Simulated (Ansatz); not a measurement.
We consider AlB2-type MgB₂, described by PBE-D4 in Ansatz (PAW).

Run with plane-wave cutoff 520 eV, 24×24×16 k mesh (along the axes of the cell as run), Fermi–Dirac smearing 0.05 eV, scalar-relativistic PAW data made under PBE.

The cell is scaled about its equilibrium volume:

Shape and atoms are relaxed at each volume.

```tsv
V (Å³/atom)	P (GPa)	c (Å)	a (Å)
8.971	6.58	3.401	3.023
9.158	3.14	3.435	3.039
9.345	0.00	3.468	3.055
9.531	-2.86	3.501	3.071
9.718	-5.47	3.534	3.087
```

Ansatz is a quantum-chemistry and plane-wave program.
